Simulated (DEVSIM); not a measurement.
System: abrupt GaAs p-n junction, at 300 K.

| layer (left to right) | material | thickness (μm) | Nd (cm⁻³) | Na (cm⁻³) | τn (s) | τp (s) |
|---|---|---|---|---|---|---|
| 1 | GaAs | 59.0 | - | 6.2e16 | 6.5e-9 | 6.5e-9 |
| 2 | GaAs | 75.0 | 1.8e16 | - | 6.5e-9 | 6.5e-9 |

Left contact: ohmic. Right contact: ohmic. Voltage is applied to the left contact. Recombination: SRH at mid-gap, radiative. Mobility is μmin + (μ − μmin)/(1 + (N/Nref)^α).

Constants are typed, rounded textbook-type inputs, not results; the design itself was drawn at random and stands for no fabricated device. Values at 300 K.

```
parameter        GaAs
-------------  ------
gap (eV)        1.424
affinity (eV)    4.07
permittivity     12.9
Nc (cm⁻³)      4.7e17
Nv (cm⁻³)        9e18
μn (cm²/Vs)      8500
μp (cm²/Vs)       400
μn,min            500
μp,min             20
Nref,n           6e16
Nref,p         1.5e17
αn               0.39
αp               0.38
B (cm³/s)       2e-10
```

Model (solved in DEVSIM): 1D drift-diffusion, Boltzmann statistics, complete ionisation; no tunnelling, impact ionisation, image-force lowering or self-heating.

The minority lifetime in layer 2 was swept, all else fixed.

```csv
minority lifetime in layer 2 (s),dark forward voltage at 1 A/cm² (V)
1.9e-10,1.006
6.5e-10,1.021
2e-9,1.032
6.5e-9,1.041
2e-8,1.047
6.5e-8,1.051
2e-7,1.054
```

From the first row to the last the dark forward voltage at 1 A/cm² goes from 1.006 to 1.054.
